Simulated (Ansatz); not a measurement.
Input and output of a self-consistent single point for ZnAg₂SnS₄ (Fmm2, 8 atoms in the cell) (Ansatz, an electronic-structure program).

Computed with PBEsol, default PAW files made with PBE (plane waves; Ansatz).

The change in words: lattice scaled by 0.98; basis.ecutrho_ratio: default → 2. Reference geometry:
```
ZnAg2SnS4
1.0
   -2.77495     2.77495     6.05277
    2.77495    -2.77495     6.05277
    2.77495     2.77495    -6.05277
Zn Ag Sn S
1 2 1 4
Cartesian
  0.00000   0.00000   0.05000
  0.00000   2.77495   3.02639
  2.77495   0.00000   3.02639
  0.00000   0.00000   6.05277
 -1.41678   1.41678   4.65095
  1.41678   1.41678   7.45460
  1.41678  -1.41678   4.65095
  1.35817   1.35817   1.40182
```

Reference input (self-consistent single point, DFT, PBEsol, plane waves, default PAW files made with PBE): basis.ecutwfc = 420 eV; kpoints.mp_grid.grid = 3 3 3; hamiltonian.xc = pbesol; hamiltonian.pseudopotentials = {kind: paw} (the program's default PAW files); scf.occupations.method = fermi_dirac; scf.occupations.width = 0.01 eV. This run's input differs from it in these lines:

Ansatz 0.2 input:
```diff
@@ -3,5 +3,5 @@
   lattice:
-    - [-2.77495100, 2.77495100, 6.05277400]
-    - [2.77495100, -2.77495100, 6.05277400]
-    - [2.77495100, 2.77495100, -6.05277400]
+    - [-2.71945200, 2.71945200, 5.93171900]
+    - [2.71945200, -2.71945200, 5.93171900]
+    - [2.71945200, 2.71945200, -5.93171900]
   atoms:
@@ -17,2 +17,3 @@
   ecutwfc: 420.0 eV
+  ecutrho_ratio: 2
 kpoints:
```

The program printed (abridged):

```
SCF iter   1: F=—  HF=-27817.703149 eV  |F-HF|=—  |Δ(HF+E_count)|=         —  Δρ=5.05e-3  dr2=5.18e-2  ethr=1.77e-3  ⟨swp⟩=7.4  Hψ=1798  notcnv=0
all-band conjugate gradients solve this SCF's bands
preconditioner: auto → Resta (q_TF=auto, 2.432 Å⁻¹)
SCF iter   2: F=—  HF=-27817.689864 eV  |F-HF|=—  |Δ(HF+E_count)|=   1.33e-2  Δρ=1.67e-3  dr2=7.10e-3  ethr=5.88e-5  ⟨swp⟩=2.0  Hψ=755  notcnv=0  defer=28
   [... lines left out ...]
SCF iter   5: F=—  HF=-27817.688053 eV  |F-HF|=—  |Δ(HF+E_count)|=   3.36e-6  Δρ=1.50e-4  dr2=4.91e-5  ethr=1.98e-7  ⟨swp⟩=2.1  Hψ=584  notcnv=0  defer=28
SCF iter   6: F=—  HF=-27817.688106 eV  |F-HF|=—  |Δ(HF+E_count)|=   5.28e-5  Δρ=4.83e-5  dr2=3.35e-6  ethr=5.58e-8  ⟨swp⟩=2.0  Hψ=601  notcnv=0  defer=28
SCF iter   7: F=—  HF=-27817.688110 eV  |F-HF|=—  |Δ(HF+E_count)|=   3.93e-6  Δρ=9.05e-6  dr2=1.93e-7  ethr=3.80e-9  ⟨swp⟩=2.0  Hψ=684  notcnv=0  defer=28
SCF iter   8: F=-27817.688110 eV  HF=-27817.688110 eV  |F-HF|=3.09e-8  |Δ(HF+E_count)|=   5.85e-8  Δρ=3.61e-6  dr2=2.08e-8  ethr=1.14e-10  ⟨swp⟩=10.0  Hψ=1719  notcnv=0
SCF 1 converged in 8 iterations: F = -27817.688110 eV  dr2 = 2.08e-8
Free energy (F): -27817.688110 eV
Internal energy: -27817.688110 eV  (E = F + TS)
E sigma→0 (E₀):  -27817.688110 eV
Entropy (-TS):   -0.000000 eV (-0.000 meV/atom)
Fermi energy:    8.015003 eV
--- Forces (eV/Å), atoms counted from 1 ---
  atom   1  Zn    -0.00000000    -0.00000000    -0.34241177
  atom   2  Ag     0.00000000    -0.00000000     0.02268488
  atom   3  Ag     0.00000000    -0.00000000     0.02268488
  atom   4  Sn    -0.00000000    -0.00000000    -0.12725849
  atom   5  S     -0.22641624     0.22641624    -0.16613526
  atom   6  S      0.10544518     0.10544518     0.37828506
  atom   7  S      0.22641624    -0.22641624    -0.16613526
  atom   8  S     -0.10544518    -0.10544518     0.37828506
--- Stress (GPa, compression-positive) ---
   [... lines left out ...]
        0.000000       0.000000       1.433939
  P = ⅓ Tr σ = 1.4287 GPa (14.287 kbar)
  The stress holds the Pulay correction, which leaves out the density cutoff's part. Without it, at fixed plane waves, as pw.x and ABINIT print it …
settings of this run that can trade accuracy for cost: basis.ecutrho_ratio < 4. Do not mix this run's numbers with those of runs without the same settings …
```

The run converged in 8 iterations. Against the reference run the free energy drops by 7.8 meV/atom, the pressure goes from -2.61 to 1.43 GPa, the largest force goes from 0.286 to 0.407 eV/Å and the gap on the mesh goes from 0.109 to 0.260 eV. The full log also holds: “WARN basis.ecutrho_ratio = 2 (ecutrho = 840 eV) is below the records' recommended cutoff”.

The starting cell comes from a database of computed structures (which also holds hypothetical and non-ambient phases and stackings), without a prior relaxation at this level. Its lattice was rescaled by up to half a per cent. One atom was moved a little off its site on purpose. For this run, on top of that: lattice scaled by 0.98. Ansatz's pressure includes its estimate of the finite-basis (Pulay) stress. The cutoff lies below the one recommended for these files.
